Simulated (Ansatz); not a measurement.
**A computed series for Bi2Te3: response to strain**

Start from Bi₂Te₃ in the Bi2Te3 type structure (space group R-3m, No. 166; a = 4.395 Å, c = 31.384 Å (hexagonal axes)). Axes: x lies along a and z along c of the hexagonal cell.

Strains are applied to the cell and any free atomic positions relax; under biaxial strain the out-of-plane vector relaxes too.

Calculations: DFT with r2SCAN+rVV10, PAW potentials and a 500 eV plane-wave cutoff in Ansatz (a quantum-chemistry and plane-wave program), no spin-orbit coupling.

```csv
change,volume per atom,band gap
base,34.99 Å³,0.68 eV
"biaxial strain −1.69 %, plane normal [001], relaxed out of plane",34.47 Å³,0.84 eV
"biaxial strain +0.66 %, plane normal [001], relaxed out of plane",[?],0.61 eV
isotropic strain +3.56 %,38.86 Å³,0.72 eV
tensor shear ε_xy = −0.85 %,34.99 Å³,0.65 eV
tensor shear ε_xz = +3.67 %,34.95 Å³,0.61 eV
```

### Question
Complete the table.

### Answer

- biaxial strain +0.66 %, plane normal [001], relaxed out of plane, volume per atom: 35.18 Å³

With Bi and Te present, leaving out spin-orbit coupling can change the band edges. Whether these cells are dynamically stable was not tested.
